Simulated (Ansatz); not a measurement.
Electronic density of states of amorphous silicon oxide (Si₂₄O₄₇), density 2.20 g/cm³, on a 2×2×2 Γ-centred mesh with a Gaussian width of 0.1 eV; energies count from the Fermi level, whose place inside the gap is arbitrary. Cell and mesh are small, so fine structure isn't converged. All values below come from PBE, scalar-relativistic without spin-orbit coupling (plane waves to 420 eV, PAW; Ansatz, a quantum-chemistry and plane-wave program). Sampling: a 2×2×2 Γ-centred mesh; Fermi-Dirac width 0.02 eV; no spin polarisation. The usual formal charges leave 2 electrons over, so the level spacing at the Fermi energy parts defect or band states and needn't be the band gap. At PBE the levels at the filled edge of the gap are localised (band-tail or defect states), and the nearest spread-out levels lie 5.5 eV apart at the zone centre.

A CHGNet melt-quench gave the starting glass, which DFT then relaxed. O atoms were pushed apart under 1.9 Å during the dynamics, to hinder bonds among them. The hot cell started wider than the set density and was brought back towards it in steps. It is the lowest in DFT energy of 2 quenches. It is a model cell: composition and starting density were chosen by hand, and all elements were melted together. No dispersion term was used. Its density started from a set value of 2.20 and ended at 2.20 g/cm³. The quench (nominally 320 K/ps over its main leg) was far faster than any real one, so the model tends to hold more defects than a real film. Values belong to this one cell and scatter from quench to quench. The volume was held where the preparation left it and the shape relaxed, at a PBE pressure of 0.5 GPa. Stress components on the final sampling reach 1.5 GPa. Cycles of charging lowered its energy after that relaxation.

| E - EF (eV) | states/(eV atom) |
|---|---|
| -12.00 | 0.13 |
| -11.90 | 0.16 |
| -11.80 | 0.12 |
| -11.70 | 0.17 |
| -11.60 | 0.18 |
| -11.50 | 0.15 |
| -11.40 | 0.15 |
| -11.30 | 0.20 |
| -11.20 | 0.25 |
| -11.10 | 0.22 |
| -11.00 | 0.20 |
| -10.90 | 0.19 |
| -10.80 | 0.20 |
| -10.70 | 0.26 |
| -10.60 | 0.25 |
| -10.50 | 0.20 |
| -10.40 | 0.21 |
| -10.30 | 0.18 |
| -10.20 | 0.16 |
| -10.10 | 0.14 |
| -10.00 | 0.14 |
| -9.90 | 0.20 |
| -9.80 | 0.19 |
| -9.70 | 0.20 |
| -9.60 | 0.22 |
| -9.50 | 0.22 |
| -9.40 | 0.21 |
| -9.30 | 0.15 |
| -9.20 | 0.18 |
| -9.10 | 0.20 |
| -9.00 | 0.20 |
| -8.90 | 0.18 |
| -8.80 | 0.26 |
| -8.70 | 0.40 |
| -8.60 | 0.48 |
| -8.50 | 0.53 |
| -8.40 | 0.58 |
| -8.30 | 0.57 |
| -8.20 | 0.58 |
| -8.10 | 0.68 |
| -8.00 | 0.68 |
| -7.90 | 0.50 |
| -7.80 | 0.34 |
| -7.70 | 0.32 |
| -7.60 | 0.37 |
| -7.50 | 0.33 |
| -7.40 | 0.12 |
| -7.30 | 0.14 |
| -7.20 | 0.29 |
| -7.10 | 0.22 |
| -7.00 | 0.27 |
| -6.90 | 0.29 |
| -6.80 | 0.16 |
| -6.70 | 0.11 |
| -6.60 | 0.30 |
| -6.50 | 0.41 |
| -6.40 | 0.36 |
| -6.30 | 0.37 |
| -6.20 | 0.45 |
| -6.10 | 0.45 |
| -6.00 | 0.46 |
| -5.90 | 0.58 |
| -5.80 | 0.73 |
| -5.70 | 0.68 |
| -5.60 | 0.64 |
| -5.50 | 0.58 |
| -5.40 | 0.61 |
| -5.30 | 0.68 |
| -5.20 | 0.68 |
| -5.10 | 0.80 |
| -5.00 | 0.98 |
| -4.90 | 1.09 |
| -4.80 | 1.13 |
| -4.70 | 1.07 |
| -4.60 | 0.95 |
| -4.50 | 0.89 |
| -4.40 | 0.89 |
| -4.30 | 0.91 |
| -4.20 | 0.90 |
| -4.10 | 0.85 |
| -4.00 | 0.78 |
| -3.90 | 0.74 |
| -3.80 | 0.74 |
| -3.70 | 0.78 |
| -3.60 | 0.81 |
| -3.50 | 0.88 |
| -3.40 | 0.91 |
| -3.30 | 0.68 |
| -3.20 | 0.36 |
| -3.10 | 0.14 |
| -3.00 | 0.02 |
| -2.90 | 0.00 |
| -2.80 | 0.00 |
| -2.70 | 0.00 |
| -2.60 | 0.00 |
| -2.50 | 0.00 |
| -2.40 | 0.04 |
| -2.30 | 0.14 |
| -2.20 | 0.10 |
| -2.10 | 0.01 |
| -2.00 | 0.00 |
| -1.90 | 0.00 |
| -1.80 | 0.00 |
| -1.70 | 0.00 |
| -1.60 | 0.00 |
| -1.50 | 0.00 |
| -1.40 | 0.00 |
| -1.30 | 0.00 |
| -1.20 | 0.00 |
| -1.10 | 0.00 |
| -1.00 | 0.00 |
| -0.90 | 0.00 |
| -0.80 | 0.00 |
| -0.70 | 0.00 |
| -0.60 | 0.00 |
| -0.50 | 0.00 |
| -0.40 | 0.00 |
| -0.30 | 0.00 |
| -0.20 | 0.00 |
| -0.10 | 0.00 |
| 0.00 | 0.00 |
| 0.10 | 0.00 |
| 0.20 | 0.00 |
| 0.30 | 0.00 |
| 0.40 | 0.00 |
| 0.50 | 0.00 |
| 0.60 | 0.00 |
| 0.70 | 0.00 |
| 0.80 | 0.00 |
| 0.90 | 0.00 |
| 1.00 | 0.00 |
| 1.10 | 0.00 |
| 1.20 | 0.00 |
| 1.30 | 0.00 |
| 1.40 | 0.00 |
| 1.50 | 0.00 |
| 1.60 | 0.00 |
| 1.70 | 0.00 |
| 1.80 | 0.00 |
| 1.90 | 0.00 |
| 2.00 | 0.00 |
| 2.10 | 0.01 |
| 2.20 | 0.07 |
| 2.30 | 0.14 |
| 2.40 | 0.07 |
| 2.50 | 0.02 |
| 2.60 | 0.00 |
| 2.70 | 0.01 |
| 2.80 | 0.03 |
| 2.90 | 0.06 |
| 3.00 | 0.06 |
| 3.10 | 0.06 |
| 3.20 | 0.10 |
| 3.30 | 0.09 |
| 3.40 | 0.10 |
| 3.50 | 0.09 |
| 3.60 | 0.08 |
| 3.70 | 0.10 |
| 3.80 | 0.14 |
| 3.90 | 0.13 |
| 4.00 | 0.13 |
| 4.10 | 0.13 |
| 4.20 | 0.13 |
| 4.30 | 0.16 |
| 4.40 | 0.17 |
| 4.50 | 0.22 |
| 4.60 | 0.25 |
| 4.70 | 0.20 |
| 4.80 | 0.24 |
| 4.90 | 0.25 |
| 5.00 | 0.23 |
| 5.10 | 0.25 |
| 5.20 | 0.29 |
| 5.30 | 0.31 |
| 5.40 | 0.35 |
| 5.50 | 0.40 |
| 5.60 | 0.46 |
| 5.70 | 0.47 |
| 5.80 | 0.48 |
| 5.90 | 0.53 |
| 6.00 | 0.54 |

The level spacing at the Fermi energy on this mesh is 4.50 eV; the broadening fills part of it in the curve.
